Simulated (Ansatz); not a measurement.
Levels about the gap of amorphous Ti20O41Cu2 (63 atoms in a cell of 772 Å³, 3.74 g/cm³; zone centre alone, so wide bands show as single levels with stretches between that a denser mesh fills), at the geometry that PBE relaxed, where it gives 3.5 GPa on a denser mesh. The participation number counts the atoms over which a state spreads; weights are charges in smoothed Voronoi cells. The levels come from a single point, so bond lengths are those of that geometry. Method of the levels: PBE, scalar-relativistic without spin-orbit coupling (Ansatz, a first-principles code). Sampling: the zone centre alone; Fermi-Dirac width 0.02 eV; no spin polarisation. At PBE the levels at the filled edge of the gap are localised (band-tail or defect states), and the nearest spread-out levels lie 2.7 eV apart at the zone centre.

A CHGNet melt-quench gave the starting glass, which DFT then relaxed. O atoms were pushed apart under 1.9 Å during the dynamics, to hinder bonds among them. The hot cell started wider than the set density and was brought back towards it in steps. It is the lowest in DFT energy of 2 quenches. It is a model cell: composition and starting density were chosen by hand, and all elements were melted together. No dispersion term was used. Its density started from a set value of 3.74 and ended at 3.74 g/cm³. The simulated quench (nominally 240 K/ps over its main leg) is rapid and tends to freeze in more defects than a deposited or slowly cooled glass has. Values belong to this one cell and scatter from quench to quench. The volume was held where the preparation left it and the shape relaxed, at a PBE pressure of 3.5 GPa. Stress components on the final sampling reach 3.6 GPa.

| E - E(highest filled), eV | filling | participation number | largest on | weight Cu | weight Ti | weight O |
|---|---|---|---|---|---|---|
| -0.87 | filled | 1.6 | Cu, 3 neighbours | 0.84 | 0.03 | 0.14 |
| -0.79 | filled | 2.1 | Cu, 3 neighbours | 0.80 | 0.05 | 0.15 |
| -0.67 | filled | 3.2 | Cu, 3 neighbours | 0.74 | 0.06 | 0.20 |
| -0.61 | filled | 2.6 | Cu, 3 neighbours | 0.74 | 0.04 | 0.21 |
| -0.42 | filled | 2.2 | Cu, 3 neighbours | 0.69 | 0.06 | 0.25 |
| -0.19 | filled | 3.1 | Cu, 3 neighbours | 0.68 | 0.08 | 0.24 |
| 0.00 | filled | 3.0 | Cu, 3 neighbours | 0.67 | 0.08 | 0.25 |
| 1.26 | empty | 7.7 | Ti, 6 neighbours | 0.01 | 0.79 | 0.20 |
| 1.42 | empty | 11.9 | Ti, 6 neighbours | 0.01 | 0.79 | 0.20 |
| 1.43 | empty | 19.8 | Ti, 5 neighbours | 0.01 | 0.80 | 0.19 |
| 1.51 | empty | 12.4 | Ti, 5 neighbours | 0.01 | 0.81 | 0.18 |
| 1.56 | empty | 21.1 | Ti, 7 neighbours | 0.02 | 0.79 | 0.19 |
| 1.58 | empty | 13.9 | Ti, 6 neighbours | 0.00 | 0.81 | 0.18 |
| 1.62 | empty | 20.6 | Ti, 5 neighbours | 0.01 | 0.80 | 0.19 |

Most localised among these is the filled level at -0.87 eV, on a Cu atom, which has 3 neighbours (O 1.83 Å, O 1.88 Å, O 2.35 Å).
